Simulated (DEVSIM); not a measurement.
## illuminated CdTe p-on-n cell, one wavelength

System: illuminated CdTe p-on-n cell, one wavelength, at 300 K.

```tsv
layer (left to right)	material	thickness (μm)	Nd (cm⁻³)	Na (cm⁻³)	τn (s)	τp (s)	absorption coefficient (cm⁻¹)
1	CdTe	0.530	-	1.5e18	9.5e-12	5.4e-12	63000
2	CdTe	1.40	3.9e16	-	3.4e-10	3.4e-10	63000
```

Left contact: ohmic, minority electron recombination velocity 600 cm/s. Right contact: ohmic, minority hole recombination velocity 40 cm/s. Voltage is applied to the left contact. Recombination: SRH at mid-gap, radiative, Auger. Light enters at the left, 1.8e18 photons cm⁻² s⁻¹, one pass, no reflection. Mobility is μmin + (μ − μmin)/(1 + (N/Nref)^α).

The device is made up for the run: typed textbook-type constants, with dimensions and the other settings drawn at random. Values at 300 K.

```csv
parameter,CdTe
gap (eV),1.5
affinity (eV),4.28
permittivity,10.2
Nc (cm⁻³),8e17
Nv (cm⁻³),1.8e19
μn (cm²/Vs),1000
μp (cm²/Vs),80
"μn,min",100
"μp,min",10
"Nref,n",1e17
"Nref,p",1e17
αn,0.6
αp,0.6
B (cm³/s),1e-10
Cn (cm⁶/s),1e-30
Cp (cm⁶/s),1e-30
```

Simulated with DEVSIM: 1D drift-diffusion, Boltzmann statistics, complete ionisation; no tunnelling, impact ionisation, image-force lowering or self-heating.

```yaml
potential_step_across_the_device_at_zero_bias: 1.358 V
largest_field_in_the_device_at_zero_bias: 140000 V/cm
Dark forward voltage at 1 A/cm²: 1.073 V
Dark forward voltage at 100 A/cm²: 1.224 V
short_circuit_current: 19.2 mA/cm²
open_circuit_voltage: 0.908 V
fill_factor: 0.76
largest_power: 13.3 mW/cm²
share_of_generated_pairs_collected_at_short_circuit: 0.0665
```

Current under light (generator sign):

| V (V) | J (mA/cm²) |
|---|---|
| 0.00 | 19.2 |
| 0.14 | 19.1 |
| 0.30 | 18.9 |
| 0.44 | 18.7 |
| 0.60 | 18.5 |
| 0.76 | 17.5 |
| 0.78 | 17.0 |
| 0.80 | 16.4 |
| 0.82 | 15.4 |
| 0.84 | 13.9 |
| 0.86 | 11.6 |
| 0.88 | 8.17 |
| 0.90 | 2.84 |
| 0.92 | -5.48 |

Dark reverse current:

```json
[
 {"V (V)": "-0.04", "J (A/cm²)": "-1.6e-10"},
 {"V (V)": "-0.10", "J (A/cm²)": "-3.2e-10"},
 {"V (V)": "-0.20", "J (A/cm²)": "-5.4e-10"},
 {"V (V)": "-0.30", "J (A/cm²)": "-7.4e-10"},
 {"V (V)": "-0.40", "J (A/cm²)": "-9.4e-10"},
 {"V (V)": "-0.60", "J (A/cm²)": "-1.3e-9"},
 {"V (V)": "-0.80", "J (A/cm²)": "-1.6e-9"},
 {"V (V)": "-1.00", "J (A/cm²)": "-1.9e-9"},
 {"V (V)": "-1.30", "J (A/cm²)": "-2.4e-9"},
 {"V (V)": "-1.60", "J (A/cm²)": "-2.8e-9"},
 {"V (V)": "-2.00", "J (A/cm²)": "-3.3e-9"}
]
```
